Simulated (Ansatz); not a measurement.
Ta$_{3}$W (Fm-3m), PBEsol, DFPT electron-phonon coupling, linearised Boltzmann equation run with Ansatz (a quantum-chemistry and plane-wave program): phonon-limited resistivity 9.09 μΩ·cm at 300 K, 12.3 μΩ·cm at 400 K, current-weighted mean free path 6.1 nm, Drude plasma energy 8.53 eV.

### Question
What is the classical skin depth at 1 GHz (nonmagnetic, μ₀ = 1.257×10⁻⁶ H/m)?

### Answer
δ = √(ρ/(π f μ₀)) = 4800 nm.

### Question
Estimate the electronic thermal conductivity at 300 K by the Wiedemann-Franz law (L₀ = 2.44×10⁻⁸ W·Ω/K²).

### Answer
L₀T/ρ = 2.44×10⁻⁸ × 300/(9.09×10⁻⁸) = 80.5 W/(m·K). Inelastic scattering puts the true Lorenz number somewhat under L₀ near and below the Debye temperature.

### Question
What temperature coefficient of resistance follows, and how does it compare with 1/T?

### Answer
(ρ₄₀₀ − ρ₃₀₀)/(100 K × ρ₃₀₀) = 3.53×10⁻³ K⁻¹, against 1/T = 3.33×10⁻³ K⁻¹ for a resistivity proportional to T. It lies higher because phonons are still being populated at 300 K; impurities would add a constant and lower it.

A metal at this level (no band gap). Only scattering by harmonic phonons is included (no impurities, grain boundaries, electron-electron scattering or thermal expansion). Spin-orbit coupling is left out, which matters with elements this heavy. Halving the electron mesh (24x24x24) moves the resistivity by up to 2 % at 300 K, the mean free path by up to 2 %. Smearing 0.20 eV; phonons on a 4x4x4 q mesh, which this run doesn't test.

Computed structure with no diffraction record at hand here (it may be known, metastable or hypothetical): Ta3W (Fm-3m).
